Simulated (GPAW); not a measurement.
GPAW run on ZnP (P6_3mc, 4 atoms in the cell): self-consistent single point.

Computed with LDA (Perdew-Wang 92), GPAW PAW datasets LDA (gpaw-data 1.0.1) (plane waves; GPAW).

```yaml
crystal:
  lattice:
    - [3.63466, 0.00000, 0.00000]
    - [-1.81733, 3.14771, 0.00000]
    - [0.00000, 0.00000, 6.91407]
  atoms:
    - { symbol: Zn, position: [0.33333, 0.66667, 0.35584] }
    - { symbol: Zn, position: [0.66667, 0.33333, 0.85584] }
    - { symbol: P, position: [0.33333, 0.66667, 0.01916] }
    - { symbol: P, position: [0.66667, 0.33333, 0.51916] }
```

Reference input (self-consistent single point, DFT PBEsol, plane waves, GPAW PAW datasets PBEsol (made by gpaw-setup)): mode = pw; ecut = 850 eV; xc = PBEsol; kpts = 10 10 5; mesh shift (steps) = 0 0 0; occupations.name = methfessel-paxton; occupations.width = 0.2 eV; occupations.order = 0; nbands = -10; convergence.density = 1e-05 e/electron; convergence.energy = 1e-05 eV/electron; symmetry.symmorphic = false. This run's input differs from it in these lines:

```diff
@@ -15,3 +15,3 @@
 calc = GPAW(mode={'name': 'pw', 'ecut': 850},
-            xc='PBEsol',
+            xc='LDA',
             kpts={'size': (10, 10, 5), 'gamma': True},
```

Its files differ too (potentials: GPAW PAW datasets LDA (gpaw-data 1.0.1)).

Output, abridged:

```
     iter     time        total  log10-change:
                         energy   eigst   dens
iter:   1 --:--:--   -15.851219
iter:   2 --:--:--   -15.909086   -0.36  -1.31
iter:   3 --:--:--   -15.538182   -1.51  -1.32
iter:   4 --:--:--   -15.615658   -1.33  -1.46
iter:   5 --:--:--   -15.483554   -2.23  -1.69
   [... 2 lines left out ...]
iter:   8 --:--:--   -15.479891   -2.72  -2.27
iter:   9 --:--:--   -15.482072   -4.45  -2.65
iter:  10 --:--:--   -15.470854   -2.82  -2.62
iter:  11 --:--:--   -15.470946   -3.99  -3.51
iter:  12 --:--:--   -15.470940c  -5.28  -3.59
iter:  13 --:--:--   -15.471639   -4.05  -3.57
   [... lines left out ...]
iter:  16 --:--:--   -15.470933   -4.52  -3.53
iter:  17 --:--:--   -15.470935c  -5.81  -3.94
iter:  18 --:--:--   -15.470929c  -6.48  -4.03
iter:  19 --:--:--   -15.470943c  -5.92  -4.18
iter:  20 --:--:--   -15.470925c  -5.68  -4.00
iter:  21 --:--:--   -15.470925c  -6.83  -4.69
iter:  22 --:--:--   -15.470926c  -6.91  -4.77
iter:  23 --:--:--   -15.470927c  -6.40  -4.58
iter:  24 --:--:--   -15.470926c  -8.21c -4.64
iter:  25 --:--:--   -15.470925c  -6.84  -4.75
iter:  26 --:--:--   -15.470926c  -7.18  -4.79
iter:  27 --:--:--   -15.470925c  -7.66c -4.93
iter:  28 --:--:--   -15.470925c  -9.21c -5.27c
Converged after 28 iterations.

Dipole moment: (0.000000, -0.000000, -3.999761) |e|*Ang

Energy contributions relative to reference atoms: (reference = -116121.015022)

Kinetic:         +1.686937
Potential:       -0.221711
External:        +0.000000
XC:             -16.819987
Entropy (-ST):   -0.041365
Local:           -0.095481
SIC:             +0.000000
--------------------------
Free energy:    -15.491608
Extrapolated:   -15.470925

Showing only first 2 kpts
 Kpt  Band  Eigenvalues  Occupancy
  0    15      4.58873    0.00000
  0    16      5.49226    0.00000
  0    17      5.49228    0.00000
  0    18      6.29195    0.00000

  1    15      4.66288    0.00000
  1    16      5.39022    0.00000
  1    17      5.39023    0.00000
  1    18      7.40082    0.00000

Fermi level: 3.65981

No gap
No difference between direct/indirect transitions
Energy (eV): -15.470925

Forces in eV/Ang:
  0 Zn   -0.00000    0.00000    0.02732
  1 Zn   -0.00000    0.00000    0.02732
  2 P    -0.00000   -0.00000   -0.02748
  3 P    -0.00000    0.00000   -0.02748

Stress tensor:
     0.034282     0.000000     0.000000
     0.000000     0.034282     0.000000
     0.000000     0.000000     0.042730
Stress (GPa, Voigt): [5.4925 5.4925 6.8461 0.     0.     0.    ]
```

The run converged in 28 iterations. GPAW prints stress with tension positive. Against the reference run the pressure goes from -3.45 to -5.94 GPa and the largest force goes from 0.017 to 0.027 eV/Å.

The starting cell comes from a database of computed structures (which also holds hypothetical and non-ambient phases and stackings), without a prior relaxation at this level. With a pressure of about -6 GPa the cell is away from its equilibrium volume at this level. The run gives no clean gap (levels at the Fermi energy touch, overlap or are partly filled at this smearing), which alone does not show that the compound is a metal.

Cost on one core of a shared machine: roughly 2 min.
